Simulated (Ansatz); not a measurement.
**Zr (P6_3/mmc): band-structure transport figures**

Here is the system:

```yaml
crystal:
  lattice:
    - [3.20399, 0.00000, 0.00000]
    - [-1.60199, 2.77473, 0.00000]
    - [0.00000, 0.00000, 5.03096]
  atoms:
    - { symbol: Zr, position: [0.33333, 0.66667, 0.25000] }
    - { symbol: Zr, position: [0.66667, 0.33333, 0.75000] }
```

Computed with PBEsol, rigid bands (plane waves, PAW, scalar-relativistic; Ansatz, a program for electronic structure). Condition of this run: uniaxial stress zz = 2 GPa (compression positive) (the target of the relaxation). Cell: cell and atoms relaxed with PBEsol, then loaded as said.

| Property | Result |
|---|---|
| density of states at the Fermi level | 1.91 states/(eV·cell), both spins |
| bare Sommerfeld coefficient | 2.3 mJ/(mol of atoms·K²) |
| Drude plasma energy | 4.1 (x), 4.1 (y), 4.4 (z) eV |
| root-mean-square Fermi velocity | 4.0e5 m/s |
| resistivity times τ | 29 (x), 29 (y), 25 (z) ×10⁻²² Ω·m·s |

A metal at this level (no band gap); rigid bands, thermally averaged at 300 K, both spins. Spin-orbit coupling is left out. τ is one relaxation time for all states.
